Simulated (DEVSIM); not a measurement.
Device: abrupt Si p-n junction, at 300 K.

Layer 1 from the left is Si, thickness (μm) 3.40, Na (cm⁻³) 3e17, τn (s) 9.7e-5, τp (s) 9.7e-5. Layer 2 from the left is Si, thickness (μm) 24.0, Nd (cm⁻³) 1.9e14, τn (s) 9.7e-5, τp (s) 9.7e-5.

Left contact: ohmic. Right contact: ohmic. Voltage is applied to the left contact. Recombination: SRH at mid-gap, Auger. Mobility is constant in doping.

The device is made up for the run: typed textbook-type constants, with dimensions and the other settings drawn at random. Values at 300 K.

Si: gap (eV) 1.124, affinity (eV) 4.05, permittivity 11.7, Nc (cm⁻³) 2.86e19, Nv (cm⁻³) 3.1e19, μn (cm²/Vs) 1417, μp (cm²/Vs) 470, Cn (cm⁶/s) 2.8e-31, Cp (cm⁶/s) 9.9e-32.

Task: Estimate by hand the built-in potential, the peak field at zero bias, and compare with a numerical solution.

Result: 
- Built-in potential: ni = √(Nc Nv) exp(−Eg/2kT) = 1.08e10 cm⁻³ with Eg = 1.124 eV; Vbi = kT/q ln(Na Nd/ni²) = 0.696 V; numerical 0.696 V.
- Peak field at zero bias: depletion approximation: W = √(2εVbi/(qN)) = 2.18 μm with N = 1.90e14 cm⁻³; field = 2Vbi/W = 6390 V/cm; numerical 30100 V/cm (estimate below by 79 %).

Simulated with DEVSIM: 1D drift-diffusion, Boltzmann statistics, complete ionisation; no tunnelling, impact ionisation, image-force lowering or self-heating.
